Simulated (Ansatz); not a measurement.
Base system: Sn (space group I4_1/amd, No. 141; a = 5.888 Å, c = 3.187 Å; relaxed with 0.1 eV smearing). Axes: x, y, z lie along a, b, c of the conventional cell.

The values are results of plane-wave PAW DFT at the r2SCAN level (Ansatz, an electronic-structure program, 500 eV), no spin-orbit coupling, earlier PAW set, not measurements.

For the base:

```
Item                             Value
-----------------------------  -------
Shortest interatomic distance  3.050 Å
```

Perturbation: uniaxial stress, 2 GPa compression along z, with the cell and atoms free to relax against it.

Question: What does the calculation give for the energy relative to the base, shortest interatomic distance, secant Young's modulus along z and mean lateral Poisson ratio after the change?

Answer: The energy rises by 3.6 meV/atom; the shortest interatomic distance goes up by 0.010 Å (3.050 Å → 3.060 Å); the secant Young's modulus along z is 92 GPa; the mean lateral Poisson ratio is 0.24.

Load acts through the strain it causes; cell and atoms are relaxed under it. Beyond what the load breaks, stability against distortions was not tested.
